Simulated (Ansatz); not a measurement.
**Carrier properties of BP under load (space group F-43m)**

Data:

```
CELL_PARAMETERS angstrom
      0.00000     2.22756     2.22756
      2.22756     0.00000     2.22756
      2.22756     2.22756     0.00000
ATOMIC_POSITIONS crystal
  B  0.00000 0.00000 0.00000
  P  0.25000 0.25000 0.25000
```

The numbers are results of r2SCAN with spin-orbit coupling, rigid bands (plane waves, PAW; Ansatz, a first-principles code), not measurements. Condition of this run: hydrostatic pressure of 8 GPa (compression positive) (the target of the relaxation). Geometry: cell and atoms relaxed with PBEsol, then loaded as said.

| Property | Value |
|---|---|
| band gap | 1.32 eV |
| electron conductivity mass (300 K, dilute) | 0.33 mₑ |
| hole conductivity mass (300 K, dilute) | 0.40 mₑ |
| effective density of states N_c (300 K) | 4.3e19 cm⁻³ |
| effective density of states N_v (300 K) | 2.4e19 cm⁻³ |
| density-of-states mass, electrons | 1.44 mₑ |
| density-of-states mass, holes | 0.97 mₑ |
| Seebeck coefficient, n-type 1e19 cm⁻³, 300 K | -341 μV/K |
| best n-type power factor at 300 K for τ = 10 fs (best axis; densities from 1e16 to 1e21 cm⁻³ tried, whether or not they can be reached) | 20 μW/(cm·K²) at 1e20 cm⁻³ |
| Seebeck coefficient, p-type 1e19 cm⁻³, 300 K | 321 μV/K |
| best p-type power factor at 300 K for τ = 10 fs (best axis; densities from 1e16 to 1e21 cm⁻³ tried, whether or not they can be reached) | 14.7 μW/(cm·K²) at 1e20 cm⁻³ |

Rigid bands; masses and Seebeck coefficients take one relaxation time τ for all states and one kind of carrier; polarons and phonon drag are left out. Geometry: cell and atoms relaxed with PBEsol.
